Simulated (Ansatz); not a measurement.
Ansatz (a first-principles code) is run on RbSrF₃ (Pnma, 20 atoms in the cell), and the run fails. The aim is a self-consistent single point with DFT, PBE, plane waves, default PAW files.

Cell that was meant: a = 6.4717 Å, b = 9.1316 Å, c = 6.4501 Å, α = 90.00°, β = 90.00°, γ = 90.00°.

Part of the input:

```yaml
    - [0.00000000, 9.13160700, 0.00000000]
    - [0.00000000, 0.00000000, 6.45013000]
  atoms:
    - { symbol: rb, position_ang: [3.15626370, 2.28290175, 6.39594891] }
    - { symbol: Rb, position_ang: [6.39212970, 2.28290175, 3.27924609] }
    - { symbol: Rb, position_ang: [3.31546830, 6.84870525, 0.05418109] }
    - { symbol: Rb, position_ang: [0.07960230, 6.84870525, 3.17088391] }
```

Output, abridged:

```
Error: YAML parse error: error: line 8 column 17: `rb` is not an element symbol (H … Og, case-exact)
  --> <input>:8:17
   |
 6 |     - [0.00000000, 0.00000000, 6.45013000]
 7 |   atoms:
 8 |     - { symbol: rb, position_ang: [3.15626370, 2.28290175, 6.39594891] }
   |                 ^ `rb` is not an element symbol (H … Og, case-exact)
 9 |     - { symbol: Rb, position_ang: [6.39212970, 2.28290175, 3.27924609] }
10 |     - { symbol: Rb, position_ang: [3.31546830, 6.84870525, 0.05418109] }
   |
```

Task: From the messages shown, name the fault and mend the input.

Result: The fault is a mistyped element symbol. The symbol names no element. To fix it, correct the symbol. The program stopped before any SCF iteration.

The sound input it was made from differs as follows (other fixes are possible):
```diff
-    - { symbol: rb, position_ang: [3.15626370, 2.28290175, 6.39594891] }
+    - { symbol: Rb, position_ang: [3.15626370, 2.28290175, 6.39594891] }
```

With that input, the run converged in 7 iterations: free energy E − TS (on the zero of these files) -36980.6344 eV; top of the valence band (on the code's own zero) 2.22 eV; gap on the k-point mesh 6.37 eV; pressure 5.62 GPa; largest force (vector length) 0.294 eV/Å (DFT, PBE, plane waves, default PAW files).

On the sound input: the starting cell was generated: these elements placed on a structure prototype, without a prior relaxation; it need not be a known phase or ordering of this composition. Its lattice was rescaled by a random factor within 2.5 % of one. With a pressure of about 6 GPa the cell is away from its equilibrium volume at this level. Ansatz's pressure includes its estimate of the finite-basis (Pulay) stress.
